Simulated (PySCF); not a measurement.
PySCF 2.14.0, B3LYP/def2-svp, df: Nb(S)(Cl)3 ([S]=[Nb]([Cl])([Cl])[Cl]), 5 atoms. The geometry is a generated start, not checked to be a minimum at this level.

- task = energy
- method = b3lyp
- basis = def2-svp
- two-electron scheme = density fitting
- mol.max_memory = 3000 MB
- mf.max_cycle = 100
- mf.init_guess = minao (default)
- mf.DIIS = CDIIS (default)
- mf.conv_tol = 1e-09 (default)
- mf.grids.level = 3 (default)
- effective core potentials = those of the basis set, past Kr
- basis functions = 103
- grid points = 97960

```xyz
5

Nb    -0.0399     0.0170     0.0254
S      1.6526    -0.8077    -1.1293
Cl     0.7728     0.7510     1.9308
Cl    -0.9028     1.6500    -1.1636
Cl    -1.4826    -1.6103     0.3367
```

Charge 0 and multiplicity 1 are set for this test and not shown to be the ground state.

One run each on 2 threads, 1 BLAS thread. Values of diis_space tried: 3, 5, 8 (default), 12, 20.

Question: Which value of diis_space needs the fewest Fock builds, and what happens away from it?

Answer: Fewest Fock builds, within one of each other: 5 with 15, 8 (default) with 15, 12 with 14, 20 with 14. The count rises to 24 at 3. All converge to one solution.

| diis_space | Fock builds | end |
|---|---|---|
| 3 | 24 | same solution |
| 5 | 15 | same solution |
| 8 (default) | 15 | same solution |
| 12 | 14 | same solution |
| 20 | 14 | same solution |
